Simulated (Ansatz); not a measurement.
Seebeck coefficient (μV/K, mean over directions) of p-type BeS (F-43m) against carrier density, r2SCAN with spin-orbit coupling, rigid bands (Ansatz, a quantum-chemistry and plane-wave program). Computed gap 3.56 eV; densities at which minority carriers matter at this gap, or further valleys turn the trend, are left out. Conductivity mass 0.79 mₑ (harmonic mean over directions), N_v = 4.6e19 cm⁻³ at 300 K.

| hole density | 300 K | 500 K |
|---|---|---|
| 1e16 cm⁻³ | 964 | ___ |
| 1e17 cm⁻³ | 766 | 850 |
| 1e18 cm⁻³ | 568 | 651 |
| 3e18 cm⁻³ | 474 | 557 |
| 1e19 cm⁻³ | 372 | 454 |
| 3e19 cm⁻³ | 282 | 361 |
| 1e20 cm⁻³ | ___ | 263 |
| 3e20 cm⁻³ | ___ | 181 |
| 1e21 cm⁻³ | 67 | 104 |

Task: Complete the blanks.

Result: 
- 1e16 cm⁻³, 500 K: 1048
- 1e20 cm⁻³, 300 K: 194
- 3e20 cm⁻³, 300 K: 126

Rigid bands with a gap fixed in temperature, one relaxation time for all states, no polarons or phonon drag, and whether or not such doping can be reached.
